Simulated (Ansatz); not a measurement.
Consider Be in the bcc (W type) structure (space group Im-3m, No. 229; a = 2.493 Å; a cell from a computed database, its experimental status unchecked). Axes: x, y, z lie along the cube axes.

The values are results of plane-wave PAW DFT at the PBEsol level (Ansatz, an electronic-structure program, 420 eV), spin-orbit coupling left out, not measurements.

Before the change:

- Band gap = zero
- Shortest interatomic distance = 2.159 Å

Perturbation: a free-standing slab of 2 layers (2 atoms, 1 a layer) is cut normal to [110], with 15 Å of vacuum and the in-plane cell held at bulk.

### Question
Estimate the effect on the excess energy per area of both faces.

### Answer
The excess energy per area of both faces (slab less bulk energy over the cell's area: twice a surface energy) comes out as 3.1 J/m² (uncertain by up to 0.07 J/m²).

### Question
Predict the new band gap.

### Answer
The band gap stays zero.

### Question
Estimate the effect on the shortest interatomic distance.

### Answer
The shortest interatomic distance decreases by 0.019 Å to 2.140 Å.

The excess energy carries the mismatch between the slab's and the bulk's meshes. No phonon test of stability was made. This is not the structure that Be has at room temperature and ambient pressure.
